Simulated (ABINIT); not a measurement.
Worked example: self-consistent single point of Sr2B4Rh5 (Fmmm, 11 atoms in the cell) in ABINIT.

Computed with PBEsol, PAW (JTH v2.0 PBE PAW, files made for PBE) (plane waves; ABINIT).

```xyz
11
Lattice="0.0000 4.9342 5.5136 2.7132 0.0000 5.5136 2.7132 4.9342 0.0000" Properties=species:S:1:pos:R:3 pbc="T T T"
Sr     2.7132     4.9342     9.4415
Sr     2.7132     4.9342     1.5857
B      2.7132     6.5583     6.9291
B      2.7132     3.3102     4.0982
B      2.7132     3.3102     6.9291
B      2.7132     6.5583     4.0982
Rh     2.7132     4.9342     5.5136
Rh     1.3566     2.4671     5.5136
Rh     1.3566     2.4671     0.0000
Rh     4.0699     7.4013     8.2704
Rh     1.3566     2.4671     2.7568
```

Reference input (self-consistent single point, DFT, PBEsol, plane waves, PAW (JTH v2.0 PBE PAW, files made for PBE)): pseudos = [Sr.GGA_PBE-JTH.xml, B.GGA_PBE-JTH.xml, Rh.GGA_PBE-JTH.xml]; ecut = 42 Ry; pawecutdg = 84 Ry; pawxcdev = 0; ixc = -116133; occopt = 3; tsmear = 0.00183747 Ha; ngkpt = 4 4 4; nshiftk = 1; shiftk = 0 0 0; potentials = JTH v2.0 PBE PAW; nband = 73. This run's input differs from it in these lines:

```diff
@@ -24,4 +24,4 @@
          2.5636412001    4.6621697782    5.2096120982
-ecut 42 Ry
-pawecutdg 84 Ry
+ecut 16.8 Ry
+pawecutdg 33.6 Ry
 pawxcdev 0
```

The program printed (abridged):

```
--- !BeginCycle
solver: {iscf: 17, nstep: 50, nline: 4, wfoptalg: 10, }
tolerances: {tolvrs: 1.00E-12, }
...

     iter   Etot(hartree)      deltaE(h)  residm     nres2
 ETOT  1  -624.30942186219    -6.243E+02 7.371E+00 1.243E+02
 ETOT  2  -630.95581792692    -6.646E+00 4.221E-02 1.508E+02
 ETOT  3  -630.22273787593     7.331E-01 2.533E-02 3.087E+00
 ETOT  4  -630.22785321152    -5.115E-03 8.342E-03 1.754E+00
 ETOT  5  -630.21177565989     1.608E-02 5.602E-03 7.002E-01
   [... 11 lines left out ...]
 ETOT 17  -630.20703060472     4.547E-12 5.280E-04 1.586E-09
 ETOT 18  -630.20703060472     4.547E-12 4.574E-04 8.696E-11
 ETOT 19  -630.20703060472     1.023E-12 4.590E-04 1.306E-11
 ETOT 20  -630.20703060472    -2.274E-12 5.120E-04 9.054E-13
 At SCF step   20       nres2   =  9.05E-13 < tolvrs=  1.00E-12 =>converged.

 Cartesian components of stress tensor (hartree/bohr^3)
  sigma(1 1)=  2.54111197E-03  sigma(3 2)= -1.09901784E-12
  sigma(2 2)=  2.70063109E-03  sigma(3 1)=  2.83808521E-12
  sigma(3 3)=  2.52167888E-03  sigma(2 1)= -9.38023964E-13

 ----iterations are completed or convergence reached----

 reduced coordinates (array xred) for   11 atoms
       0.856200000036      0.856199999954      0.143800000010
       0.143800000042      0.143799999960      0.856200000004
       0.792930000045      0.463789999946      0.536210000019
       0.207070000032      0.536209999968      0.463789999996
       0.463790000028      0.792929999963      0.207070000001
       0.536210000050      0.207069999950      0.792930000014
   [... lines left out ...]
 Fermi (or HOMO) energy (eV) =  11.66244   Average Vxc (eV)= -12.12028
   [... lines left out ...]
'-kT*entropy'       : -7.64131283504418E-04
total_energy        : -6.30207031205439E+02
total_energy_eV     : -1.71488054374022E+04
...

-Cartesian components of stress tensor (GPa)         [Pressure= -7.6136E+01 GPa]
- sigma(1 1)=  7.47620829E+01  sigma(3 2)= -3.23342158E-08
- sigma(2 2)=  7.94552965E+01  sigma(3 1)=  8.34993356E-08
- sigma(3 3)=  7.41903415E+01  sigma(2 1)= -2.75976132E-08

 Calculation completed.
```

The run converged in 20 iterations. Against the reference run the free energy goes up by 1.29 eV/atom, the pressure goes from 8.42 to -76.14 GPa and the largest force goes from 0.326 to 0.309 eV/Å.

The starting cell comes from a database of computed structures (which also holds hypothetical and non-ambient phases and stackings), without a prior relaxation at this level. Its lattice was rescaled by a random factor within 2.5 % of one. Spin polarisation is off. The potentials were made for another functional than the one used. At the lowered cutoff the pressure carries the error of an incomplete plane-wave basis.

Cost on one core of a shared machine: roughly 6 min.
